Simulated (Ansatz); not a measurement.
Data:

```yaml
crystal:
  lattice:
    - [3.07602, 0.00000, 0.00000]
    - [1.53801, 2.66391, 0.00000]
    - [0.00000, 0.00000, 5.26777]
  atoms:
    - { symbol: Ga, position: [0.66667, 0.66667, 0.99654] }
    - { symbol: Ga, position: [0.33333, 0.33333, 0.49654] }
    - { symbol: N, position: [0.66667, 0.66667, 0.62866] }
    - { symbol: N, position: [0.33333, 0.33333, 0.12866] }
```

No spin polarisation.

The values are results of r2SCAN in Ansatz (plane waves to 500 eV, PAW, scalar-relativistic without spin-orbit coupling), earlier PAW set, not measurements. Settings: 12×12×7 k-points, 0.05 eV Fermi–Dirac smearing.

Task: Predict the electron mass, gap character and pressure.

Result: 
- Electron mass = 0.17 mₑ out of plane, 0.22 mₑ in plane (at Γ)
- Gap character = direct at Γ
- Pressure (mean of the normal stresses, compression positive) = 11.40 GPa

The cells carry an imposed strain or load. Effective masses come from finite differences of ±0.01 Å⁻¹. Stability against distortions was not tested. The cell was made from GaN in the wurtzite structure (space group P6_3mc, No. 186) by this change: biaxial strain −3.37 %, plane normal [001], relaxed out of plane.

Ansatz is a first-principles code.
